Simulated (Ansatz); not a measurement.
# WSi₂ under load (space group I4/mmm): band-structure transport figures

Input:

```yaml
crystal:
  lattice:
    - [-1.60051, 1.60051, 3.91623]
    - [1.60051, -1.60051, 3.91623]
    - [1.60051, 1.60051, -3.91623]
  atoms:
    - { symbol: Si, position: [0.33445, 0.33445, 0.00000] }
    - { symbol: Si, position: [0.66555, 0.66555, 0.00000] }
    - { symbol: W, position: [0.00000, 0.00000, 0.00000] }
```

The numbers are results of PBEsol, rigid bands (plane waves, PAW, scalar-relativistic; Ansatz, a quantum-chemistry and plane-wave program), not measurements. Condition of this run: uniaxial stress zz = -1 GPa (compression positive) (the target of the relaxation). Geometry: cell and atoms relaxed with PBEsol, then loaded as said.

| Quantity | Result |
|---|---|
| density of states at the Fermi level | 0.227 states/(eV·cell), both spins |
| bare Sommerfeld coefficient | 0.178 mJ/(mol of atoms·K²) |
| Drude plasma energy | 2.7 (x), 2.7 (y), 3.1 (z) eV |
| root-mean-square Fermi velocity | 7.3e5 m/s |
| resistivity times τ | 69 (x), 69 (y), 52 (z) ×10⁻²² Ω·m·s |

A metal at this level (no band gap); rigid bands, thermally averaged at 300 K, both spins. Spin-orbit coupling is left out, which matters with elements this heavy. τ is one relaxation time for all states.
